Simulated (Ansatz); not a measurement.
Levels about the gap of amorphous Si24O50Hf (75 atoms in a cell of 1126 Å³, 2.44 g/cm³; zone centre alone, so wide bands show as single levels with stretches between that a denser mesh fills), at the geometry that PBE relaxed, where it gives 0.7 GPa on a denser mesh. The participation number counts the atoms over which a state spreads; weights are charges in smoothed Voronoi cells. The levels come from a single point, so bond lengths are those of that geometry. Method of the levels: r2SCAN, scalar-relativistic without spin-orbit coupling (Ansatz, a first-principles code). Sampling: the zone centre alone; Fermi-Dirac width 0.02 eV; no spin polarisation. At PBE the levels at the filled edge of the gap are localised (band-tail or defect states).

It comes from a melt-quench run on a machine-learned potential (CHGNet), relaxed afterwards by DFT. O atoms were pushed apart under 1.9 Å during the dynamics, to hinder bonds among them. The hot cell started wider than the set density and was brought back towards it in steps. It is the lowest in DFT energy of 2 quenches. It is a model cell: composition and starting density were chosen by hand, and all elements were melted together. No dispersion term was used. Its density started from a set value of 2.44 and ended at 2.44 g/cm³. The quench (nominally 320 K/ps over its main leg) was far faster than any real one, so the model tends to hold more defects than a real film. One small periodic cell is one sample of the glass; other quenches scatter about these values. The volume was held where the preparation left it and the shape relaxed, at a PBE pressure of 0.7 GPa. Stress components on the final sampling reach 0.7 GPa.

| E - E(highest filled), eV | filling | participation number | largest on | weight O | weight Hf | weight Si |
|---|---|---|---|---|---|---|
| -0.30 | filled | 24.1 | O, 2 neighbours | 0.96 | 0.00 | 0.04 |
| -0.29 | filled | 23.0 | O, 2 neighbours | 0.96 | 0.00 | 0.04 |
| -0.22 | filled | 25.2 | O, 2 neighbours | 0.96 | 0.00 | 0.03 |
| -0.22 | filled | 17.5 | O, 2 neighbours | 0.96 | 0.00 | 0.04 |
| -0.10 | filled | 21.7 | O, 2 neighbours | 0.97 | 0.00 | 0.03 |
| -0.07 | filled | 29.1 | O, 2 neighbours | 0.97 | 0.00 | 0.03 |
| 0.00 | filled | 7.5 | O, 2 neighbours | 0.97 | 0.00 | 0.03 |
| 5.85 | empty | 41.2 | Hf, 4 neighbours | 0.70 | 0.10 | 0.20 |
| 6.52 | empty | 3.6 | Hf, 4 neighbours | 0.41 | 0.51 | 0.08 |
| 6.99 | empty | 2.5 | Hf, 4 neighbours | 0.34 | 0.61 | 0.05 |
| 7.32 | empty | 5.4 | Hf, 4 neighbours | 0.49 | 0.40 | 0.11 |
| 7.37 | empty | 5.1 | Hf, 4 neighbours | 0.49 | 0.41 | 0.10 |
| 7.45 | empty | 29.8 | Si, 4 neighbours | 0.60 | 0.07 | 0.33 |
| 7.67 | empty | 17.1 | Hf, 4 neighbours | 0.60 | 0.20 | 0.20 |

Most localised among these is the empty level at +6.99 eV, on a Hf atom, which has 4 neighbours (O 1.94 Å, O 1.96 Å, O 1.96 Å, O 1.99 Å).
